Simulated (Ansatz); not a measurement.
Abridged Ansatz (an electronic-structure program) output:

```
Pseudopotential: Pd, paw, valence charge 18
Crystal: 2 atoms, lattice volume = 29.996 Å³
Basis set: ecut = 500 eV, 749 PW (Γ), exchange–correlation on 80×80×144 points (64 copies of the dense FFT grid, shifted against one another)
Bands: 22, of which v1, the nominal top of the filled ones, is band 18 counted from 1 (17 counted from 0)
Symmetry: 24 space group operations
k-points: 240 of 3610
Functional: x = r2scan, c = r2scan; τ floored in thin density (d = 2e-4 eV/Å³)
SCF iter   1: F=—  HF=-13971.409267 eV  |F-HF|=—  |Δ(HF+E_count)|=         —  Δρ=2.16e-2  dr2=1.00e-1  dr2_τ=1.74e-2  ethr=1.77e-3  ⟨swp⟩=5.8  Hψ=22090  notcnv=0
SCF iter   2: F=—  HF=-13971.419675 eV  |F-HF|=—  |Δ(HF+E_count)|=   1.04e-2  Δρ=9.30e-3  dr2=8.51e-3  dr2_τ=2.21e-3  ethr=2.78e-4  ⟨swp⟩=2.2  Hψ=8566  notcnv=0
SCF 1 converged in 9 iterations: F = -13971.422063 eV  dr2 = 1.43e-10
SCF converged after 9 iterations
Free energy (F): -13971.422063 eV
Internal energy: -13971.383074 eV  (E = F + TS)
E sigma→0 (E₀):  -13971.402568 eV
Entropy (-TS):   -0.038989 eV (-19.494 meV/atom)
Fermi energy:    19.164599 eV
--- Forces (eV/Å), atoms counted from 1 ---
  atom   1  Pd    -0.00000000     0.00000000     0.00000000
  atom   2  Pd     0.00000000    -0.00000000     0.00000000
--- Stress (GPa, compression-positive) ---
       -0.002143      -0.000000       0.000000
        0.000000      -0.002143       0.000000
        0.000000       0.000000      -0.001347
  P = ⅓ Tr σ = -0.0019 GPa (-0.019 kbar)
```

What was computed, and what are the main results?

Pd, 2 atoms in the cell, with r2SCAN (Ansatz; PAW; 500 eV plane waves; spin-orbit coupling left out). The last SCF converged to F = -13971.422063 eV, or -6985.7110 eV per atom, at a pressure of 0.00 GPa. The total energy compares only with runs of the same code, potentials and settings.

No phonon test of stability was made. The final runs are not spin-polarised. The cell was made from Ru by this change: Ru → Pd; the result is a model cell, its experimental status unchecked. Pd lies near a magnetic instability that expansion can trigger; it was not tested. Pd has a high density of states at the Fermi level and may be magnetic at this level. This is not the structure that Pd has at room temperature and ambient pressure.
